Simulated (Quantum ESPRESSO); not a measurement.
A dielectric-response calculation of MgH₂ (P4_2/mnm, 6 atoms in the cell) with Quantum ESPRESSO.

Level of theory: PBE, GBRV 1.5 ultrasoft (PBE) pseudopotentials (plane waves; Quantum ESPRESSO 7.5).

```
MgH2
1.0
    4.53356     0.00000     0.00000
    0.00000     4.53356     0.00000
    0.00000     0.00000     3.02906
Mg H
2 4
Direct
  0.00000   0.00000   0.00000
  0.50000   0.50000   0.50000
  0.30400   0.30400   0.00000
  0.80400   0.19600   0.50000
  0.19600   0.80400   0.50000
  0.69600   0.69600   0.00000
```

Reference input (self-consistent single point, DFT, PBE, plane waves, GBRV 1.5 ultrasoft (PBE) pseudopotentials): ecutwfc = 40 Ry; ecutrho = 200 Ry; occupations = smearing; smearing = fd; degauss = 0.000734986 Ry; potentials = {Mg: mg_pbe_v1.4.uspp.F.UPF, H: h_pbe_v1.4.uspp.F.UPF}; K_POINTS = automatic 3 3 5 0 0 0; conv_thr = 1e-09 Ry. This run's input differs from it in these lines:

```diff
@@ -17,5 +17,4 @@
     ecutrho = 200
-    occupations = 'smearing'
-    smearing = 'fd'
-    degauss = 0.000734986
+    occupations = 'fixed'
+    nbnd = 18
 /
@@ -35,3 +34,3 @@
 K_POINTS automatic
-3 3 5  0 0 0
+7 7 10  1 1 1
```

Step 2 (ph.x):

```fortran
phonons at the zone centre
&inputph
    prefix = 'mgh2'
    outdir = './tmp'
    tr2_ph = 1.0d-14
    trans = .false.
    epsil = .true.
    zeu = .true.
/
0.0 0.0 0.0
```

The program printed (abridged):

Output of step 1:

```
     Self-consistent Calculation

     iteration #  1     ecut=    40.00 Ry     beta= 0.70

---- Real-time Memory Report at c_bands before calling an iterative solver
           113 MiB given to the printing process from OS
            45 MiB allocation reported by mallinfo(arena+hblkhd)
------------------

     total energy              =    -255.29637632 Ry
     estimated scf accuracy    <       0.55377707 Ry

     iteration #  2     ecut=    40.00 Ry     beta= 0.70

---- Real-time Memory Report at c_bands before calling an iterative solver
           144 MiB given to the printing process from OS
   [... lines left out ...]

---- Real-time Memory Report at c_bands before calling an iterative solver
           147 MiB given to the printing process from OS
            54 MiB allocation reported by mallinfo(arena+hblkhd)
------------------

     total energy              =    -255.39352229 Ry
     estimated scf accuracy    <       0.00000003 Ry

     iteration #  7     ecut=    40.00 Ry     beta= 0.70

---- Real-time Memory Report at c_bands before calling an iterative solver
           147 MiB given to the printing process from OS
            55 MiB allocation reported by mallinfo(arena+hblkhd)
------------------
     End of self-consistent calculation

     highest occupied, lowest unoccupied level (ev):     1.5318    5.3448

!    total energy              =    -255.39352229 Ry
     estimated scf accuracy    <          5.4E-10 Ry

     convergence has been achieved in   7 iterations

     Forces acting on atoms (cartesian axes, Ry/au):

     atom    1 type  1   force =     0.00000000    0.00000000   -0.00000000
     atom    2 type  1   force =     0.00000000    0.00000000   -0.00000000
     atom    3 type  2   force =     0.00051597    0.00051597    0.00000000
     atom    4 type  2   force =     0.00051597   -0.00051597   -0.00000000
     atom    5 type  2   force =    -0.00051597    0.00051597   -0.00000000
     atom    6 type  2   force =    -0.00051597   -0.00051597    0.00000000

     Total force =     0.001459     Total SCF correction =     0.000000

          total   stress  (Ry/bohr**3)                   (kbar)     P=       -6.60
  -0.00003590   0.00000000   0.00000000           -5.28        0.00        0.00
   0.00000000  -0.00003590   0.00000000            0.00       -5.28        0.00
   0.00000000   0.00000000  -0.00006284            0.00        0.00       -9.24

   JOB DONE.
```

Output of step 2:

```
     Reading xml data from directory:

     ./tmp/mgh2.save/

     G-vector sticks info
     --------------------
     sticks:   dense  smooth     PW     G-vecs:    dense   smooth      PW
     Sum        1177     941    293                20025    14395    2489

     Reading collected, re-writing distributed wavefunctions in ./tmp/

     Number and degeneracy of irreps per q-point
       N         xq(1)         xq(2)         xq(3)   N irreps
       1   0.000000000   0.000000000   0.000000000      13
        1   1   1   1   2   1   1   1   1   2   2   2   2

     Calculation of q =    0.0000000   0.0000000   0.0000000

     phonons at the zone centre

     bravais-lattice index     =            6
     lattice parameter (alat)  =       8.5672  a.u.
     unit-cell volume          =     420.1295 (a.u.)^3
     number of atoms/cell      =            6
     number of atomic types    =            2
     kinetic-energy cut-off    =      40.0000  Ry
     charge density cut-off    =     200.0000  Ry
     convergence threshold     =      1.0E-14
     beta                      =       0.7000
     number of iterations used =            4
     Exchange-correlation= PBE
   [... lines left out ...]

     Atomic displacements:
     There are   13 irreducible representations

     Representation     1      1 modes -  To be done

     Representation     2      1 modes -  To be done

     Representation     3      1 modes -  To be done

     Representation     4      1 modes -  To be done

     Representation     5      2 modes -  To be done

     Representation     6      1 modes -  To be done

     Representation     7      1 modes -  To be done

     Representation     8      1 modes -  To be done

     Representation     9      1 modes -  To be done

     Representation    10      2 modes -  To be done

     Representation    11      2 modes -  To be done

     Representation    12      2 modes -  To be done

     Representation    13      2 modes -  To be done
     Electric Fields Calculation

      iter #   1   av.it.:   5.7
      thresh= 1.000E-02 alpha_mix =  0.700 |ddv_scf|^2 =  3.895E-08

      iter #   2   av.it.:  11.1
      thresh= 1.974E-05 alpha_mix =  0.700 |ddv_scf|^2 =  3.580E-09

   [... 3 blocks of this kind left out ...]

      iter #   6   av.it.:  11.3
      thresh= 1.336E-08 alpha_mix =  0.700 |ddv_scf|^2 =  3.484E-16

     End of electric fields calculation
          Dielectric constant in cartesian axis

          (       3.951934534       0.000000000       0.000000000 )
          (       0.000000000       3.951934534       0.000000000 )
          (       0.000000000       0.000000000       4.012840068 )

          Effective charges (d Force / dE) in cartesian axis without acoustic sum rule applied (asr)

           atom    1  Mg    Mean Z*:        1.91521
      Ex  (        1.88266        0.13745        0.00000 )
      Ey  (        0.13745        1.88266        0.00000 )
      Ez  (        0.00000        0.00000        1.98032 )
           atom    2  Mg    Mean Z*:        1.91521
      Ex  (        1.88266       -0.13745        0.00000 )
      Ey  (       -0.13745        1.88266        0.00000 )
      Ez  (        0.00000        0.00000        1.98032 )
           atom    3  H     Mean Z*:       -0.95753
      Ex  (       -0.94127       -0.23107       -0.00000 )
      Ey  (       -0.23107       -0.94127        0.00000 )
      Ez  (       -0.00000        0.00000       -0.99006 )
           atom    4  H     Mean Z*:       -0.95753
      Ex  (       -0.94127        0.23107       -0.00000 )
      Ey  (        0.23107       -0.94127       -0.00000 )
      Ez  (        0.00000       -0.00000       -0.99006 )
   [... lines left out ...]
      E*x (       -0.94131       -0.23107       -0.00000 )
      E*y (       -0.23107       -0.94131        0.00000 )
      E*z (       -0.00000        0.00000       -0.99013 )
           atom    4  H     Mean Z*:       -0.95758
      E*x (       -0.94131        0.23107       -0.00000 )
      E*y (        0.23107       -0.94131       -0.00000 )
      E*z (        0.00000       -0.00000       -0.99013 )
           atom    5  H     Mean Z*:       -0.95758
      E*x (       -0.94131        0.23107        0.00000 )
      E*y (        0.23107       -0.94131        0.00000 )
      E*z (        0.00000        0.00000       -0.99013 )
           atom    6  H     Mean Z*:       -0.95758
      E*x (       -0.94131       -0.23107        0.00000 )
      E*y (       -0.23107       -0.94131        0.00000 )
      E*z (        0.00000        0.00000       -0.99013 )
   JOB DONE.
```

The run converged in 7 iterations. 

Summary of the result:
- Free energy E − TS: -3474.8059 eV
- Top of the valence band (on the code's own zero): 1.53 eV
- Gap on the k-point mesh: 3.81 eV
- Pressure: -0.66 GPa
- Largest force (vector length): 0.019 eV/Å
- ε∞ at this k-point mesh, which may be far from converged in small-gap cells (xx, yy, zz): 3.95, 3.95, 4.01
- Born charges at this mesh (mean of the diagonal, e): Mg 1.92, Mg 1.92, H -0.96, H -0.96, H -0.96, H -0.96

The starting cell has typed, rounded lattice constants, without a prior relaxation at this level. Its lattice was rescaled by up to half a per cent. The shifted mesh does not hold Γ, so a gap read on it misses any band edge there.
